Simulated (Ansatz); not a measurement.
## What pressure 22.5 GPa does to Ag

Start from Ag in the fcc (Cu type) structure (space group Fm-3m, No. 225; a = 4.1055 Å).

Modification: cell and atoms relaxed at a pressure of 22.5 GPa.

Computed with Ansatz (a first-principles code), r2SCAN, PAW, cutoff 500 eV, no SOC, earlier PAW set. Γ-centred 19×19×19 mesh, Fermi–Dirac width 0.05 eV.

Volume per atom: 14.96 Å³ (base 17.30 Å³)
Density: 11.97 g/cm³ (base 10.35 g/cm³)
Lattice parameter a: 391.1 pm (base 410.6 pm)
Enthalpy H = E + PV relative to the base's energy: +2.24 eV/atom
Band gap: zero (base zero)

Load acts through the strain it causes; cell and atoms are relaxed under it. Stability against distortions was not tested. No other phases were tried under pressure.
